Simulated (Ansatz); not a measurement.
Given:

```yaml
crystal:
  lattice:
    - [3.06659, 0.00000, 0.00000]
    - [-1.53330, 2.65575, 0.00000]
    - [0.00000, 0.00000, 5.25221]
  atoms:
    - { symbol: Si, position: [0.33333, 0.66667, 0.00122] }
    - { symbol: Si, position: [0.66667, 0.33333, 0.50122] }
    - { symbol: C, position: [0.33333, 0.66667, 0.37378] }
    - { symbol: C, position: [0.66667, 0.33333, 0.87378] }
```

All values below come from r2SCAN with spin-orbit coupling, rigid bands (plane waves, PAW; Ansatz, an electronic-structure program). Condition of this run: uniaxial stress along c of -20 GPa (compression positive) (the target of the relaxation). Geometry: cell and atoms relaxed with PBEsol, then loaded as said.

Task: Predict the electron conductivity mass (n e² τ/σ) at 300 K, by direction if it differs.

Result: 0.44 (x), 0.44 (y), 0.28 (z) mₑ.

Task: Predict the hole conductivity mass (n e² τ/σ) at 300 K, by direction if it differs.

Result: 0.95 (x), 0.95 (y), 1.61 (z) mₑ.

Task: And the band gap?

Result: 2.40 eV at this level; semilocal functionals usually fall short of the measured gap.

Rigid bands, one relaxation time for all states, no polarons. Geometry: cell and atoms relaxed with PBEsol.
